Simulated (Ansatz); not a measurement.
**Cu under load (space group I4/mmm): resistivity and electron-phonon coupling**

Here is the system:

```yaml
crystal:
  lattice:
    - [0.00000, 1.82795, 1.71652]
    - [1.82795, 0.00000, 1.71652]
    - [1.82795, 1.82795, 0.00000]
  atoms:
    - { symbol: Cu, position: [0.00000, 0.00000, 0.00000] }
```

All values below come from PBEsol, DFPT electron-phonon coupling, linearised Boltzmann equation (plane waves, PAW, scalar-relativistic; Ansatz, an electronic-structure program). Condition of this run: biaxial stress xx = yy = -3 GPa (compression positive) (the target of the relaxation). How the cell was made: relaxed with this functional, without spin-orbit coupling, then loaded as said.

```yaml
resistivity at 300 K: 1.74 (x), 1.74 (y), 1.78 (z) μΩ·cm
resistivity at 77 K: 0.21 (x), 0.21 (y), 0.22 (z) μΩ·cm
electron mean free path at 300 K (weighted by the current that each state carries): 39 nm
resistivity times mean free path for one path shared by all states (from the Fermi surface's area): 6.5 (x), 6.5 (y), 6.7 (z) ×10⁻¹⁶ Ω·m²
electron-phonon coupling λ: 0.126
transport coupling λ_tr: 0.130
logarithmic_mean_phonon_energy: 18.2 meV
density of states at the Fermi level: 0.151 states/(eV·spin·cell)
drude_plasma_energy: 9.0 eV
Tc for μ* = 0.10 (anisotropic Eliashberg): below 1 K
Tc for μ* = 0.13 (anisotropic Eliashberg): below 1 K
```

A metal at this level (no band gap). Only scattering by harmonic phonons is included (no impurities, grain boundaries, electron-electron scattering or thermal expansion). Spin-orbit coupling is left out. Halving the electron mesh (40x40x40) moves the resistivity by up to 2 % at 300 K, the mean free path by up to 1 %, the coupling by up to 3 %. Smearing 0.20 eV; phonons on a 7x7x7 q mesh, which this run doesn't test and which matters most at low temperature. Tc comes from the anisotropic Migdal-Eliashberg equations with μ*, a chosen number, referred to 20 meV.
